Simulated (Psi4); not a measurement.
Psi4 1.11, HF/def2-svp: Hf(Br)3(SH) ([SH][Hf]([Br])([Br])[Br]), 6 atoms. The geometry is a generated start, not checked to be a minimum at this level.

- task: energy
- method: scf
- basis: def2-svp
- memory: 3 GB
- maxiter: 100
- keys of the molecule block: symmetry c1
- scf_type: df (default)
- scf_initial_accelerator: adiis (default)
- e_convergence: 1e-06 (default)
- d_convergence: 1e-06 (default)
- effective core potentials: those of the basis set, past Kr
- basis functions: 151

```xyz
6

Hf     0.3021    -0.2090    -0.1873
Br     1.6458     1.5874     0.9582
Br     2.0084    -2.0000    -0.6457
Br     0.0147     0.8172    -2.4672
S     -1.8183    -0.7297     1.0439
H     -2.1527     0.5341     1.2982
```

Charge 0 and multiplicity 1 are set for this test and not shown to be the ground state.

With the defaults (damping_percentage = 0, guess = auto, which took SAD, diis_max_vecs = 10, level_shift = 0, level_shift_cutoff = 0.01, soscf = false) it converges in 9 SCF iterations. One run each on 2 threads, with these changes:
- guess = modhuckel
- soscf = true
- diis_max_vecs = 6
- guess = sadno
- diis_max_vecs = 3
- guess = sapgau
- level_shift = 0.1, level_shift_cutoff = 0.001
- damping_percentage = 60
- guess = sap

Question: Name the settings that don't reach the solution of the defaults.

Answer: No convergence: damping_percentage = 60 (the run ends without SCF convergence in 100 iterations). The rest reach the solution of the defaults.

```csv
setting,SCF iterations,JK calls,end
soscf = true,6,22,same solution
the defaults,9,10,same solution
diis_max_vecs = 6,9,10,same solution
"level_shift = 0.1, level_shift_cutoff = 0.001",9,10,same solution
guess = sap,10,10,same solution
guess = modhuckel,10,40,same solution
guess = sadno,10,10,same solution
diis_max_vecs = 3,11,12,same solution
guess = sapgau,12,12,same solution
damping_percentage = 60,100,101,no convergence
```

An SOSCF iteration holds several JK calls; a Hückel guess adds calls on atoms.
